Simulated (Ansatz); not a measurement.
Worked example: self-consistent single point of Sb (R-3m, 2 atoms in the cell) in Ansatz (a program for electronic structure).

Computed with PBEsol, default PAW files made with PBE (plane waves; Ansatz).

```yaml
crystal:
  lattice:
    - [3.97713, -2.16578, 0.00000]
    - [3.97713, 2.16578, 0.00000]
    - [2.79774, 0.00000, 3.56101]
  atoms:
    - { symbol: Sb, position: [0.23791, 0.23791, 0.23791] }
    - { symbol: Sb, position: [0.76650, 0.76650, 0.76650] }
```

Reference input (self-consistent single point, DFT, PBEsol, plane waves, default PAW files made with PBE): basis.ecutwfc = 30.9 Ry; kpoints.mp_grid.grid = 9 9 9; hamiltonian.xc = pbesol; hamiltonian.pseudopotentials = {kind: paw} (the program's default PAW files); scf.occupations.method = fermi_dirac; scf.occupations.width = 0.0073 Ry. This run's input differs from it in these lines:

Ansatz 0.2 input:
```diff
@@ -10,3 +10,3 @@
 basis:
-  ecutwfc: 30.9 Ry
+  ecutwfc: 18.4 Ry
 kpoints:
```

Log, with long lists cut:

```
SCF iter   1: F=—  HF=-12814.036741 eV  |F-HF|=—  |Δ(HF+E_count)|=         —  Δρ=1.76e-2  dr2=7.68e-2  ethr=1.77e-3  ⟨swp⟩=5.7  Hψ=7767  notcnv=0
all-band conjugate gradients solve this SCF's bands
preconditioner: auto → Kerker (q_TF=auto, 2.422 Å⁻¹)
SCF iter   2: F=—  HF=-12813.986565 eV  |F-HF|=—  |Δ(HF+E_count)|=   5.02e-2  Δρ=7.30e-3  dr2=1.16e-2  ethr=2.56e-4  ⟨swp⟩=2.1  Hψ=3844  notcnv=0
SCF iter   3: F=—  HF=-12813.981561 eV  |F-HF|=—  |Δ(HF+E_count)|=   5.00e-3  Δρ=1.20e-3  dr2=3.05e-4  ethr=3.85e-5  ⟨swp⟩=2.1  Hψ=2750  notcnv=0
SCF iter   4: F=—  HF=-12813.981684 eV  |F-HF|=—  |Δ(HF+E_count)|=   1.22e-4  Δρ=1.47e-4  dr2=1.66e-5  ethr=1.02e-6  ⟨swp⟩=2.2  Hψ=2235  notcnv=0
SCF iter   5: F=—  HF=-12813.981689 eV  |F-HF|=—  |Δ(HF+E_count)|=   5.58e-6  Δρ=4.86e-5  dr2=2.70e-6  ethr=5.54e-8  ⟨swp⟩=1.0  Hψ=1624  notcnv=0
SCF iter   6: F=—  HF=-12813.981690 eV  |F-HF|=—  |Δ(HF+E_count)|=   6.27e-7  Δρ=1.38e-5  dr2=1.66e-7  ethr=9.00e-9  ⟨swp⟩=2.0  Hψ=1812  notcnv=0
SCF iter   7: F=-12813.981690 eV  HF=-12813.981690 eV  |F-HF|=5.71e-10  |Δ(HF+E_count)|=   1.08e-8  Δρ=3.33e-6  dr2=7.18e-9  ethr=3.33e-10  ⟨swp⟩=5.4  Hψ=6685  notcnv=0
SCF 1 converged in 7 iterations: F = -12813.981690 eV  dr2 = 7.18e-9
Free energy (F): -12813.981690 eV
Internal energy: -12813.970000 eV  (E = F + TS)
E sigma→0 (E₀):  -12813.975845 eV
Entropy (-TS):   -0.011690 eV (-5.845 meV/atom)
Fermi energy:    9.633128 eV
--- Forces (eV/Å), atoms counted from 1 ---
  atom   1  Sb     0.00011855    -0.00000000     0.00003926
  atom   2  Sb    -0.00011855     0.00000000    -0.00003926
--- Stress (GPa, compression-positive) ---
       -2.069212       0.000000      -0.287680
        0.000000      -1.200601      -0.000000
       -0.287680      -0.000000      -1.295879
  P = ⅓ Tr σ = -1.5219 GPa (-15.219 kbar)
  The stress holds the Pulay correction. Without it, at fixed plane waves, as pw.x and ABINIT print it: P = -45.4407 GPa
```

The run converged in 7 iterations. Against the reference run the free energy goes up by 1.09 eV/atom, the pressure stays near -1.52 GPa while the xx stress (positive for compression) goes from -1.73 to -2.07 GPa and the largest force goes from 0.152 to 0.000 eV/Å.

The starting cell has typed, rounded lattice constants, without a prior relaxation at this level. Its lattice was rescaled by up to half a per cent. One atom was moved a little off its site on purpose. Ansatz's pressure includes its estimate of the finite-basis (Pulay) stress. Without the estimate this run gives -45.44 GPa. The cutoff lies below the one recommended for these files.
